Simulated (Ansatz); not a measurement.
Consider CdSe in the wurtzite structure (space group P6_3mc, No. 186).

```
CELL_PARAMETERS angstrom
      4.33999     0.00000     0.00000
     -2.17000     3.75854     0.00000
      0.00000     0.00000     7.07803
ATOMIC_POSITIONS crystal
  Cd 0.66667 0.33333 0.00056
  Cd 0.33333 0.66667 0.50056
  Se 0.66667 0.33333 0.62464
  Se 0.33333 0.66667 0.12464
```

Cartesian axes are those of the cell as printed.

Level of theory: Ansatz (a first-principles code) r2SCAN, spin-orbit coupling left out.

Perturbation: the cell is compressed by 0.54 % along x with no lateral relaxation; the atoms relax in the strained cell.

### Question
Predict the stress tensor and what it implies for the stiffness.

### Answer
Stress of the strained cell less that of the base (GPa, compression positive):
```
   0.39    0.00    0.00
   0.00    0.24    0.00
   0.00    0.00    0.20
```

Then −Δσ_ii/ε with ε = -0.0054 gives relaxed-ion elastic constants: C11 ≈ 73 GPa.

Whether these cells are dynamically stable was not tested.
